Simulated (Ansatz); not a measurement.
# A computed series for C: response to strain

Base system: C in the diamond structure (space group Fd-3m, No. 227; a = 3.532 Å).

Strains are applied to the cell and any free atomic positions relax.

Level of theory: DFT with LDA, PAW potentials and a 420 eV plane-wave cutoff in Ansatz (a program for electronic structure), without spin-orbit coupling.

Candidates:
(a) isotropic strain +1.50 %
(b) isotropic strain −2.50 %
(c) isotropic strain −0.50 %
(d) isotropic strain +1.00 %

Notes on the quantities. energy relative to the base: free energy F.

### Question
Order them by energy relative to the base, highest first.

### Answer
(b) isotropic strain −2.50 % (+48 meV/atom), (a) isotropic strain +1.50 % (+16 meV/atom), (d) isotropic strain +1.00 % (+7.1 meV/atom), (c) isotropic strain −0.50 % (+1.9 meV/atom)

Whether these cells are dynamically stable was not tested.
